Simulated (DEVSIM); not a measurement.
Structure: Ru/La2O3/p-Si capacitor, at 300 K.

| layer (left to right) | material | thickness (nm) | Na (cm⁻³) |
|---|---|---|---|
| 1 | La2O3 | 4.50 | - |
| 2 | Si | 1700 | 2.2e17 |

Metal gate on the left, work function 4.7 eV. Fixed charge at the semiconductor interface -1.5e11 cm⁻² (in units of +e); no interface traps.

Constants are typed, rounded textbook-type inputs, not results; the design itself was drawn at random and stands for no fabricated device. Values at 300 K.

```
parameter      La2O3       Si
-------------  -----  -------
gap (eV)         5.8    1.124
affinity (eV)    1.8     4.05
permittivity      27     11.7
Nc (cm⁻³)          -  2.86e19
Nv (cm⁻³)          -   3.1e19
```

DEVSIM, 1D Poisson equation in equilibrium, Boltzmann statistics, complete ionisation; no quantum confinement or tunnelling. Metal contacts follow the ideal Schottky-Mott rule: no Fermi-level pinning, no interface dipoles.

Question: Tabulate band edges, carrier densities and field at 0.2 V on the gate.

Answer: Energies count from the Fermi level of the right contact; mesh points crowd at the junctions.

| x (μm) | Ec (eV) | Ev (eV) | n (cm⁻³) | p (cm⁻³) | field (V/cm) |
|---|---|---|---|---|---|
| 0.000 | 2.700 | -3.100 | < 1e2 | < 1e2 | 88000 |
| 0.0009900 | 2.709 | -3.091 | < 1e2 | < 1e2 | 88000 |
| 0.002250 | 2.720 | -3.080 | < 1e2 | < 1e2 | 88000 |
| 0.003599 | 2.732 | -3.068 | < 1e2 | < 1e2 | 88000 |
| 0.004811 | 0.495 | -0.629 | 1.4e11 | 8.6e8 | 180000 |
| 0.006236 | 0.521 | -0.603 | 5.1e10 | 2.3e9 | 170000 |
| 0.009238 | 0.572 | -0.552 | 7.1e9 | 1.6e10 | 160000 |
| 0.01805 | 0.704 | -0.420 | 4.3e7 | 2.7e12 | 130000 |
| 0.03330 | 0.870 | -0.255 | 71000 | 1.6e15 | 83000 |
| 0.06230 | 0.987 | -0.137 | 760 | 1.5e17 | 10000 |
| 0.1234 | 0.996 | -0.128 | 530 | 2.2e17 | 11 |
| 0.3028 | 0.996 | -0.128 | 530 | 2.2e17 | ≈ 0 |
| 0.6130 | 0.996 | -0.128 | 530 | 2.2e17 | ≈ 0 |
| 1.099 | 0.996 | -0.128 | 530 | 2.2e17 | ≈ 0 |
| 1.470 | 0.996 | -0.128 | 530 | 2.2e17 | ≈ 0 |
| 1.586 | 0.996 | -0.128 | 530 | 2.2e17 | ≈ 0 |
| 1.647 | 0.996 | -0.128 | 530 | 2.2e17 | ≈ 0 |
| 1.676 | 0.996 | -0.128 | 530 | 2.2e17 | ≈ 0 |
| 1.694 | 0.996 | -0.128 | 530 | 2.2e17 | ≈ 0 |
| 1.700 | 0.996 | -0.128 | 530 | 2.2e17 | ≈ 0 |
| 1.703 | 0.996 | -0.128 | 530 | 2.2e17 | ≈ 0 |
| 1.704 | 0.996 | -0.128 | 530 | 2.2e17 | ≈ 0 |
